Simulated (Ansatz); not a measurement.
# A computed series for AlN: response to strain

Base system: AlN (space group P6_3/mmc, No. 194; a = 3.302 Å, c = 4.141 Å; a cell from a computed database, its experimental status unchecked). Axes: x lies along a and z along c of the hexagonal cell.

Strains are applied to the cell and any free atomic positions relax; under biaxial strain the out-of-plane vector relaxes too; under stress the whole cell relaxes.

All numbers come from PBEsol (Ansatz, a first-principles code, PAW, no spin-orbit coupling).

Notes on the quantities. energy relative to the base: free energy F.

```csv
case,band gap,hole mass,energy relative to the base
base,3.32 eV,"0.28 mₑ along c, 0.91 mₑ across (at Γ)",0 meV/atom
"biaxial strain −2.03 %, plane normal [001], relaxed out of plane",3.40 eV,"0.26 mₑ out of plane, 0.94 mₑ in plane (at Γ)",–
uniaxial strain ε_xx = +0.91 %,3.27 eV,"0.28 mₑ along z, 0.91 mₑ across (at Γ)",+0.9 meV/atom
uniaxial strain ε_xx = +1.45 %,3.24 eV,"0.88 mₑ along x, 0.94 mₑ along y, 0.28 mₑ along z (at Γ)",+2.2 meV/atom
uniaxial strain ε_zz = −1.96 %,3.51 eV,"0.31 mₑ along z, 0.89 mₑ across (at Γ)",+3.9 meV/atom
"uniaxial stress, 3 GPa tension along x",3.31 eV,"0.80 mₑ along x, 0.87 mₑ along y, 0.28 mₑ along z (at Γ)",+1.2 meV/atom
"uniaxial stress, 0.5 GPa compression along z",3.34 eV,"0.28 mₑ along z, 0.91 mₑ across (at Γ)",0.0 meV/atom
```

Masses are band curvatures over ±0.01 Å⁻¹ around the edge. Beyond what the load breaks, stability against distortions was not tested. This is not the structure that AlN has at room temperature and ambient pressure.
